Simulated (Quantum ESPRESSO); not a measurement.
Parameter sweep on CdSnAs2 (I-42d, 8 atoms in the cell)

```xyz
8
Lattice="-3.0730 3.0730 6.0212 3.0730 -3.0730 6.0212 3.0730 3.0730 -6.0212" Properties=species:S:1:pos:R:3 pbc="T T T"
Cd     0.0000     0.0000     0.0000
Cd     0.0000     3.0730     3.0106
Sn     3.0730     0.0000     3.0106
Sn     0.0000     0.0000     6.0212
As     1.5365     1.5080     4.5159
As     4.5810     1.5365     1.5053
As     1.5365     1.5650    -1.5053
As    -1.5080     1.5365     7.5265
```

Base run A: Quantum ESPRESSO 7.5 with PBEsol, GBRV 1.5 ultrasoft (PBESOL) pseudopotentials, self-consistent single point.

Its settings: ecutwfc = 40 Ry; ecutrho = 200 Ry; occupations = smearing; smearing = mp; degauss = 0.0073499 Ry; potentials = {Cd: cd_pbesol_v1.uspp.F.UPF, Sn: sn_pbesol_v1.4.uspp.F.UPF, As: as_pbesol_v1.uspp.F.UPF}; K_POINTS = automatic 9 9 9 0 0 0; conv_thr = 1e-10 Ry; mixing_beta = 0.3.

The starting cell comes from a database of computed structures (which also holds hypothetical and non-ambient phases and stackings), without a prior relaxation at this level. The run gives no clean gap (levels at the Fermi energy touch, overlap or are partly filled at this smearing), which alone does not show that the compound is a metal.

A dash stands where there is no value to compare (another energy zero or no entropy term, no result, no spin, no clean gap, or a mesh too coarse for one). 

Run A gave: pressure (GPa) -0.75; largest force (eV/Å) 0.142.

Runs:
- B: vdw_corr: default → grimme-d3; dftd3_version: default → 3; dftd3_threebody: default → false [PBEsol-D3(0)]
- C: vdw_corr: default → grimme-d3; dftd3_version: default → 4; dftd3_threebody: default → false [PBEsol-D3(BJ)]
- D: vdw_corr: default → grimme-d3; dftd3_version: default → 4; dftd3_threebody: default → true [PBEsol-D3(BJ) with three-body term]

Task: What does run C change against A?

Result: The pressure goes from -0.75 to -2.49 GPa and the largest force stays at 0.142 eV/Å.

Task: What does run D change against A?

Result: The pressure goes from -0.75 to -2.31 GPa and the largest force hardly changes (0.142 to 0.141 eV/Å).

Task: What does run B change against A?

Result: The pressure goes from -0.75 to -2.36 GPa and the largest force goes from 0.142 to 0.136 eV/Å.

```
run  pressure (GPa)  largest force (eV/Å)  dispersion energy (eV/atom)
---  --------------  --------------------  ---------------------------
A             -0.75                 0.142                            –
B             -2.36                 0.136                       -0.209
C             -2.49                 0.142                       -0.313
D             -2.31                 0.141                       -0.297
```
